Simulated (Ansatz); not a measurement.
The reference is C in the diamond structure (space group Fd-3m, No. 227; a = 3.5538 Å).

Now apply this change: a hydrostatic pressure of 100 GPa.

Levels (all Ansatz, an electronic-structure program, PAW): PBEsol (420 eV, no SOC); r2SCAN (500 eV, spin-orbit coupling left out); HSE06 (420 eV, no spin-orbit coupling).

One geometry, relaxed with PBEsol, under each level:

Notes on the quantities. hole mass: degenerate bands, along [100].

| level | band gap | lowest conduction level above the VBM at special points | electron mass | hole mass | pressure |
|---|---|---|---|---|---|
| PBEsol | 4.43 eV | X 4.97 eV; K 5.97 eV; U 5.97 eV; Γ 6.03 eV | 1.8 mₑ along k, 0.29 mₑ across (off the special points) | 0.26, 0.26, 0.59 mₑ (at Γ) | 1000.0 kbar |
| r2SCAN | 4.78 eV | X 5.41 eV; K 6.47 eV; U 6.47 eV; Γ 6.38 eV | 1.7 mₑ along k, 0.27 mₑ across (off the special points) | 0.25, 0.25, 0.54 mₑ (at Γ) | 1044.1 kbar |
| HSE06 | 5.74 eV | X 6.32 eV; K 7.38 eV; U 7.38 eV; Γ 7.52 eV | – | – | – |

Single points use the geometry relaxed with PBEsol. Their cutoffs differ, which shifts pressures a little. The hybrid gap comes from the SCF mesh plus the semilocal run's edge points and a few special points and is an upper bound. Load acts through the strain it causes; cell and atoms are relaxed under it. Masses are band curvatures over ±0.01 Å⁻¹ around the edge. Along k means along the line from Γ to the band edge. Stability against distortions was not tested. No other phases were tried under pressure.
